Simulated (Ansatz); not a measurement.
The complex Mg on the Ga site + 1 H in wurtzite GaN (the Ga site; H at the bond centre) and its isolated parts, with the Fermi level 0.90 eV above the valence-band maximum, each in its stable bound charge state.

Method: PBE, PAW (plane waves to 420 eV; Ansatz, a quantum-chemistry and plane-wave program). Set-up: 96-site cell; 2×2×2 shifted k-points; host gap 1.71 eV; charged states image-corrected; finite-size errors of tenths of an eV; flagged in the runs: for some of the defects a host whose relaxation on this sampling wasn't shown to rest, a strain field that reaches the edge of the cell.

```csv
defect,charge,"E_f, elements as references (eV)"
Mg on the Ga site,−1,0.24
H interstitial started at a bond centre,+1,0.87
Mg on the Ga site + 1 H [the Ga site; H at the bond centre],0,0.43
```

Binding energy, the parts less the complex: 0.24 + 0.87 − (0.43) = 0.68 eV, bound.
